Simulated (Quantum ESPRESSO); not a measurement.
Quantum ESPRESSO run on NbP2 (P1, 6 atoms in the cell): self-consistent single point.

Level of theory: PBEsol, SSSP 1.1.2 precision (PBE) pseudopotentials (plane waves; Quantum ESPRESSO).

```
CELL_PARAMETERS angstrom
      4.44400    -1.65186     0.00000
      4.44400     1.65186     0.00000
     -3.68225     0.00000     6.62290
ATOMIC_POSITIONS crystal
  Nb 0.84296 0.83170 0.79699
  Nb 0.16677 0.15932 0.19706
  P  0.60276 0.59334 0.90228
  P  0.40382 0.40593 0.10188
  P  0.12277 0.14174 0.52829
  P  0.86092 0.86797 0.47349
```

Reference input (self-consistent single point, DFT, LDA (PZ), plane waves, GBRV 1.5 ultrasoft (LDA) pseudopotentials): ecutwfc = 40 Ry; ecutrho = 320 Ry; occupations = smearing; smearing = fd; degauss = 0.0073499 Ry; potentials = {Nb: nb_lda_v1.uspp.F.UPF, P: p_lda_v1.5.uspp.F.UPF}; K_POINTS = automatic 6 6 3 0 0 0; conv_thr = 1e-11 Ry; mixing_beta = 0.3. This run's input differs from it in these lines:

```diff
@@ -13,4 +13,4 @@
  ntyp = 2,
- ecutwfc = 40,
- ecutrho = 320,
+ ecutwfc = 60,
+ ecutrho = 480,
  occupations = 'smearing',
@@ -18,2 +18,3 @@
  degauss = 0.0073499,
+ input_dft = 'pbesol',
 /
@@ -24,4 +25,4 @@
 ATOMIC_SPECIES
-Nb    92.9064  nb_lda_v1.uspp.F.UPF
-P     30.9738  p_lda_v1.5.uspp.F.UPF
+Nb    92.9064  Nb.pbe-spn-kjpaw_psl.0.3.0.UPF
+P     30.9738  P.pbe-n-rrkjus_psl.1.0.0.UPF
 ATOMIC_POSITIONS {crystal}
```

Output (repeated stretches shortened):

```
     Self-consistent Calculation

     iteration #  1     ecut=    60.00 Ry     beta= 0.30

---- Real-time Memory Report at c_bands before calling an iterative solver
           417 MiB given to the printing process from OS
           197 MiB allocation reported by mallinfo(arena+hblkhd)
------------------

     total energy              =    -716.47672081 Ry
     estimated scf accuracy    <       0.60388856 Ry

     iteration #  2     ecut=    60.00 Ry     beta= 0.30

---- Real-time Memory Report at c_bands before calling an iterative solver
           560 MiB given to the printing process from OS
   [... lines left out ...]

---- Real-time Memory Report at c_bands before calling an iterative solver
           578 MiB given to the printing process from OS
           241 MiB allocation reported by mallinfo(arena+hblkhd)
------------------

     total energy              =    -716.59541810 Ry
     estimated scf accuracy    <          2.6E-11 Ry

     iteration # 18     ecut=    60.00 Ry     beta= 0.30

---- Real-time Memory Report at c_bands before calling an iterative solver
           578 MiB given to the printing process from OS
           241 MiB allocation reported by mallinfo(arena+hblkhd)
------------------
     End of self-consistent calculation

     the Fermi energy is    12.7613 ev

!    total energy              =    -716.59541810 Ry
     estimated scf accuracy    <          6.3E-12 Ry
     smearing contrib. (-TS)   =      -0.00156802 Ry
     internal energy E=F+TS    =    -716.59385008 Ry

      -> PAW hartree energy AE =     136.30999199 Ry
      -> PAW hartree energy PS =    -135.56721004 Ry
      -> PAW xc energy AE      =    -463.33852605 Ry
      -> PAW xc energy PS      =      53.45295654 Ry
      -> total E_H with PAW    =      52.71306899 Ry
      -> total E_XC with PAW   =    -484.77575091 Ry

     convergence has been achieved in  18 iterations

     Forces acting on atoms (cartesian axes, Ry/au):

     atom    1 type  1   force =     0.01289649    0.01249519    0.01795913
   [... lines left out ...]

     Total force =     0.055719     Total SCF correction =     0.000002

          total   stress  (Ry/bohr**3)                   (kbar)     P=      -48.60
  -0.00024171   0.00001921   0.00002356          -35.56        2.83        3.47
   0.00001921  -0.00039476   0.00000502            2.83      -58.07        0.74
   0.00002356   0.00000502  -0.00035474            3.47        0.74      -52.18

   JOB DONE.
```

The run converged in 18 iterations. Against the reference run the pressure goes from -7.91 to -4.86 GPa and the largest force goes from 0.994 to 1.010 eV/Å.

The starting cell comes from a database of computed structures (which also holds hypothetical and non-ambient phases and stackings), without a prior relaxation at this level. Its atoms were displaced at random from the sites of space group no. 12. Spin polarisation is off. With a pressure of about -5 GPa the cell is away from its equilibrium volume at this level. Forces in this geometry exceed 1 eV/Å.

Cost on one core of a shared machine: roughly 7 min.
